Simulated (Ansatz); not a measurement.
CeO2 (P4₂/mnm, No. 136, 6 atoms in the cell; start mp-1018664; a measured phase of this formula has another space group) was calculated with PBEsol (plane waves, PAW; Ansatz, a program for electronic structure).

Run with plane-wave cutoff 520 eV, 8×8×10 k mesh (along the axes of the cell as run), Fermi–Dirac smearing 0.01 eV, no spin polarisation, scalar-relativistic PAW data made under PBE.

Cell (relaxed at this level):

Space group P4₂/mnm (No. 136); a = 5.076 Å, b = 5.076 Å, c = 3.603 Å, α = 90.00°, β = 90.00°, γ = 90.00°

```
atom  site  symmetry       x       y       z
----  ----  --------  ------  ------  ------
Ce      2a      m.mm  0.0000  0.0000  0.0000
O       4f      m.2m  0.3129  0.3129  0.0000
```

Give the computed band gap and smallest direct gap on the k points sampled.


band gap: 2.12 eV
smallest direct gap on the k points sampled: 2.22 eV

Note: the 4f shell is treated without U or exact exchange, so its levels and filling can be wrong.

Spin–orbit coupling is not included.

Computing time: roughly 50 core-seconds.

A start named mp-… is a Materials Project structure, which need not be a measured phase.
